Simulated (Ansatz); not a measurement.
How far to go with the plane-wave cutoff: H4BrN (R3m, 6 atoms in the cell)

```xyz
6
Lattice="4.0121 0.0000 0.0000 0.0000 4.0121 0.0000 0.0000 0.0000 4.0121" Properties=species:S:1:pos:R:3 pbc="T T T"
H      0.5986     0.5986     3.4135
H      0.5986     3.4135     0.5986
H      3.4423     3.4423     3.4423
H      3.4135     0.5986     0.5986
Br     2.0061     2.0061     2.0061
N      0.0000     0.0000     0.0000
```

Level of theory: LDA (PW92), default PAW files made with PBE (plane waves; Ansatz, a program for electronic structure).

Base settings: basis.ecutwfc = 420 eV; kpoints.mp_grid.grid = 6 6 6; hamiltonian.xc = lda; hamiltonian.pseudopotentials = {kind: paw} (the program's default PAW files); scf.occupations.method = fixed.

The second cell is the first with its lattice scaled by 0.98.

The mesh stays at the base's, so the ladder's end is converged at best in this setting alone.

The first pressure column holds Ansatz's estimate of the finite-basis (Pulay) stress, which hides part of the cutoff error; the other is without it.

Only quantities that move along the ladder and can be compared are tabulated.

The count of work is k-points × plane waves × bands × iterations; it is no time. 

The starting cell comes from a database of computed structures (which also holds hypothetical and non-ambient phases and stackings), without a prior relaxation at this level. Its lattice was rescaled by up to half a per cent. One atom was moved a little off its site on purpose. In the base run, forces exceed 1 eV/Å.

Steps (basis.ecutwfc): 145 eV; 170 eV; 190 eV; 210 eV; 230 eV; 250 eV; 295 eV; 335 eV; 380 eV; 420 eV; 460 eV; 505 eV; 565 eV; 630 eV; 735 eV; 840 eV; 1010 eV.

### Question
What is the coarsest basis.ecutwfc that holds the pressure without the Pulay estimate within 0.2 GPa of the last step, with all finer ones?

### Answer
460 eV, at 0.30 of the last step's count of work; the step before is off by 0.32 GPa.

### Question
What is the coarsest basis.ecutwfc that holds the forces within 0.01 eV/Å of the last step, with all finer ones?

### Answer
505 eV, at 0.37 of the last step's count of work; the step before is off by 0.014 eV/Å.

### Question
What is the coarsest basis.ecutwfc that holds the energy of the compressed cell less the first within 0.2 meV/atom of the last step, with all finer ones?

### Answer
460 eV, at 0.30 of the last step's count of work; the step before is off by 0.23 meV/atom.

```tsv
basis.ecutwfc	free energy less the last step's (meV/atom)	energy of the compressed cell less the first (meV/atom)	pressure (GPa)	pressure without the Pulay estimate (GPa)	largest difference of a force vector from the last step's (eV/Å)	count of work / last
145 eV	2533.14	26.83	1.02	-67.17	0.649	0.062
170 eV	1585.65	-5.80	-1.73	-53.61	0.646	0.096
190 eV	1069.10	-0.34	-1.17	-42.28	0.589	0.096
210 eV	699.68	5.97	-0.23	-31.69	0.485	0.13
230 eV	448.61	9.68	0.75	-22.76	0.331	0.12
250 eV	285.01	11.52	0.88	-15.80	0.195	0.12
295 eV	94.69	12.64	1.22	-5.76	0.071	0.16
335 eV	34.06	13.49	1.25	-1.67	0.047	0.19
380 eV	10.84	13.17	1.21	0.19	0.029	0.26
420 eV	4.11	13.16	1.18	0.80	0.019	0.26
460 eV	1.81	13.11	1.16	1.02	0.014	0.30
505 eV	0.96	13.04	1.15	1.09	0.009	0.37
565 eV	0.55	12.99	1.13	1.11	0.005	0.41
630 eV	0.33	12.96	1.13	1.11	0.002	0.49
735 eV	0.14	12.94	1.12	1.12	0.001	0.62
840 eV	0.05	12.94	1.12	1.12	0.000	0.76
1010 eV	0.00	12.94	1.12	1.12	0.000	1.0
```

The energy difference between the two cells stays within 1 meV/atom of the last step's from 295 eV on, the total only from 505 eV on: much of the error is common to both cells and cancels.

At the lowest cutoff the pressure without the Pulay estimate lies 68.3 GPa under the last step's, the usual sign of Pulay stress in an incomplete plane-wave basis.

Keys are those of Ansatz 0.2.
